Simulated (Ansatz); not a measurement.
# A computed series for HfO2: pressure series

Start from HfO₂ in the fluorite structure (space group Fm-3m, No. 225; a = 5.058 Å).

Cell and atoms are relaxed at each pressure.

Calculations: r2SCAN (Ansatz, a first-principles code), no SOC.

Notes on the quantities. enthalpy: H = E + PV relative to the base's energy.

```tsv
change	shortest interatomic distance	enthalpy	band gap
base	219.0 pm	–	4.30 eV
pressure −2 GPa	219.6 pm	-0.14 eV/atom	4.28 eV
pressure −1 GPa	219.3 pm	-0.07 eV/atom	4.29 eV
pressure 3 GPa	218.3 pm	+0.20 eV/atom	4.33 eV
pressure 7 GPa	217.3 pm	+0.47 eV/atom	4.37 eV
pressure 15 GPa	215.4 pm	+0.98 eV/atom	4.43 eV
pressure 30 GPa	212.5 pm	+1.92 eV/atom	4.54 eV
pressure 50 GPa	209.2 pm	+3.12 eV/atom	4.66 eV
pressure 75 GPa	205.8 pm	+4.55 eV/atom	4.78 eV
pressure 100 GPa	202.9 pm	+5.92 eV/atom	4.84 eV
```

With Hf present, leaving out spin-orbit coupling can change the band edges. Load acts through the strain it causes; cell and atoms are relaxed under it. No phonon test of stability was made. Competing high-pressure phases were not computed. This is not the structure that HfO2 has at room temperature and ambient pressure.
